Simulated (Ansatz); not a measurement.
Hops of point defects in polar orthorhombic HfO2, each between lowest sites run for its defect: PBE bands (Ansatz, a quantum-chemistry and plane-wave program, plane waves to 420 eV, PAW, climbing-image NEB) beside the CHGNet universal potential on its own band (it has no charge state). Static nuclei, no finite-size correction. The rows are a random draw from the bands that converged and passed our checks of state and shape. Saddle orders were checked for a part of the study's bands only and are not shown. Vacancies start on their lattice site; split forms were not set up. Charge states are imposed. Spin-orbit coupling is left out.

| Row | Defect | Route | Hop (Å) | Cell and PBE mesh | CHGNet k-points | PBE barrier x (eV) | CHGNet barrier y (eV) |
|---|---|---|---|---|---|---|---|
| 1 | O vacancy, charge +2 | a nearby O jumps into the vacancy | 2.58 | 96 sites, Γ | none | 0.50 | 0.47 |
| 2 | O vacancy, charge +2 | a nearby O jumps into the vacancy | 2.40 | 96 sites, Γ | none | 0.58 | 0.57 |
| 3 | interstitial Na, charge +1 | Na moves farthest | 3.48 | 96 sites, Γ | none | 2.51 | 2.02 |
| 4 | interstitial Li, charge +1 | Li moves farthest | 2.93 | 96 sites, Γ | none | 1.09 | 1.07 |
| 5 | interstitial O, charge -2 | O moves farthest | 1.53 | 96 sites, Γ | none | 0.50 | 0.48 |
| 6 | interstitial O, charge -2 | O moves farthest | 1.87 | 96 sites, Γ | none | 0.65 | ? |

Task: Fit a straight line y = a x + b to rows 1 to 5, predict row 6, and compare with the computed value.

Result: Means: x̄ = 1.036, ȳ = 0.922 eV. Sums: Sxx = 2.958, Sxy = 2.266 eV². So a = Sxy/Sxx = 0.766 and b = ȳ − a x̄ = 0.128 eV, with a scatter of 0.07 eV about the line. Row 6: 0.766 × 0.65 + 0.128 ≈ 0.63 eV. The computed CHGNet value is 0.53 eV, -0.10 eV from the line, beyond the scatter. The line only summarises these rows of one host.
